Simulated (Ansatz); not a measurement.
## CaSe: pressure −1 GPa

The parent structure is CaSe in the rock salt structure (space group Fm-3m, No. 225; a = 5.958 Å).

Now apply this change: hydrostatic tension (pressure −1 GPa).

Level of theory: Ansatz (a first-principles code), PBE, PAW, cutoff 420 eV, spin-orbit coupling left out. Settings: 10×10×10 k-points, 0.05 eV Fermi–Dirac smearing.

The volume per atom goes up by 0.59 Å³ to 27.03 Å³ and the lattice parameter a rises by 0.044 Å to 6.002 Å. The shortest interatomic distance grows by 0.022 Å, from 2.979 Å to 3.001 Å and the enthalpy H = E + PV relative to the base's energy comes out as -0.17 eV/atom. The band gap increases by 0.05 eV (2.08 eV → 2.13 eV) and the gap character stays indirect, Γ → X. The mean gap deformation potential ΔEg/Δln V is +2.1 eV and the width of the top valence band shrinks by 0.046 eV to 1.58 eV. The electron mass becomes 1.4 mₑ along k, 0.30 mₑ across (at X) (base: 1.4 mₑ along k, 0.29 mₑ across (at X)) and the valley order (the lowest conduction-band minima on the path, energy above the VBM, named in the base's zone) changes from X along ⟨100⟩ 2.08 eV; Γ 3.23 eV to X along ⟨100⟩ 2.13 eV; Γ 3.12 eV.

Cost of the whole job for the changed cell (relaxation, final SCF and bands): roughly 6 core-seconds.

Load acts through the strain it causes; cell and atoms are relaxed under it. Masses are band curvatures over ±0.01 Å⁻¹ around the edge. Along k means along the line from Γ to the band edge. Whether these cells are dynamically stable was not tested.
